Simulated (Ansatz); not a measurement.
We consider L1₀ (CuAu-type) CuAu, described by PBE+SOC (Ansatz, an electronic-structure program, plane waves, PAW).

Run with plane-wave cutoff 520 eV, 20×20×16 k mesh (along the axes of the cell as run), Fermi–Dirac smearing 0.05 eV, PAW data made under PBE.

The cell is scaled about its equilibrium volume:

Shape and atoms are relaxed at each volume.

```csv
V (Å³/atom),P (GPa),c (Å),a (Å)
14.313,6.55,3.612,2.815
14.611,3.07,3.649,2.830
14.909,0.00,3.684,2.845
15.207,-2.70,3.716,2.861
15.506,-5.08,3.748,2.877
```
